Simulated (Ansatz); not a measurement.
**Sensitivity of a calculation on H5ClO2 (P2_1/c, 32 atoms in the cell) to its settings**

```
CELL_PARAMETERS angstrom
      3.99619     0.00000     0.00000
      0.00000    12.07067     0.00000
     -1.23141     0.00000     6.59269
ATOMIC_POSITIONS crystal
  H  0.38000 0.16000 0.92500
  H  0.62000 0.66000 0.57500
  H  0.62000 0.84000 0.07500
  H  0.38000 0.34000 0.42500
  H  0.22000 0.11000 0.41000
  H  0.78000 0.61000 0.09000
  H  0.78000 0.89000 0.59000
  H  0.22000 0.39000 0.91000
  O  0.29490 0.05720 0.29740
  O  0.70510 0.55720 0.20260
  O  0.70510 0.94280 0.70260
  O  0.29490 0.44280 0.79740
  H  0.73000 0.19000 0.07500
  H  0.27000 0.69000 0.42500
  H  0.27000 0.81000 0.92500
  H  0.73000 0.31000 0.57500
  Cl 0.01820 0.32770 0.14820
  Cl 0.98180 0.82770 0.35180
  Cl 0.98180 0.67230 0.85180
  Cl 0.01820 0.17230 0.64820
  O  0.55330 0.12790 0.02440
  O  0.44670 0.62790 0.47560
  O  0.44670 0.87210 0.97560
  O  0.55330 0.37210 0.52440
  H  0.43000 0.09300 0.16000
  H  0.57000 0.59300 0.34000
  H  0.57000 0.90700 0.84000
  H  0.43000 0.40700 0.66000
  H  0.14000 0.99000 0.28000
  H  0.86000 0.49000 0.22000
  H  0.86000 0.01000 0.72000
  H  0.14000 0.51000 0.78000
```

Base run A: LDA (PW92), default PAW files made with PBE in Ansatz (an electronic-structure program), self-consistent single point.

Its settings: basis.ecutwfc = 420 eV; kpoints.mp_grid.grid = 7 3 4; hamiltonian.xc = lda; hamiltonian.pseudopotentials = {kind: paw} (the program's default PAW files); scf.occupations.method = methfessel_paxton; scf.occupations.width = 0.272 eV.

The starting cell comes from a database of published, mostly measured structures (it also holds non-ambient and calculated ones), without a prior relaxation at this level. Its lattice was rescaled by a random factor within 2.5 % of one. In the base run, with a pressure of about -3 GPa the cell is away from its equilibrium volume at this level. In the base run, forces exceed 1 eV/Å. Ansatz's pressure includes its estimate of the finite-basis (Pulay) stress.

ΔF is the free energy per atom less that of run A. 

Run A gave: pressure (GPa) -3.42; largest force (eV/Å) 2.993; gap on the mesh (eV) 4.699; k-points 30.

Runs:
- B: kpoints.mp_grid.grid: 7 3 4 → 5 2 3; kpoints.mp_grid.shift: default → 0.5 0.5 0.5
- C: scf.convergence.dr2_threshold: default (1e-07 eV) → 1e-10 eV
- D: scf.occupations.width: 0.272 eV → 0.5 eV
- E: crystal.symmetry.detect: default → false
- F: scf.mixing.algorithm: default (the program chose MSR1) → anderson; scf.mixing.beta: default → 0.9
- G: scf.mixing.preconditioner: default (the program chose Resta) → kerker; scf.mixing.q_tf: default → 0.5

Problem. What does run B change against A?

Solution. The free energy stays essentially unchanged (within 1 meV/atom), the pressure stays at -3.42 GPa, the largest force stays at 2.993 eV/Å and the gap on the mesh goes from 4.699 to 5.236 eV.

```
run  ΔF (meV/atom)  pressure (GPa)  largest force (eV/Å)  gap on the mesh (eV)  k-points
---  -------------  --------------  --------------------  --------------------  --------
A             0.00           -3.42                 2.993                 4.699        30
B             0.01           -3.42                 2.993                 5.236         8
C             0.00           -3.42                 2.993                 4.699        30
D             0.00           -3.42                 2.993                 4.699        30
E             0.00           -3.42                 2.993                 4.699        43
F             0.00           -3.42                 2.993                 4.699        30
G             0.00           -3.42                 2.993                 4.699        30
```

Keys are those of Ansatz 0.2.
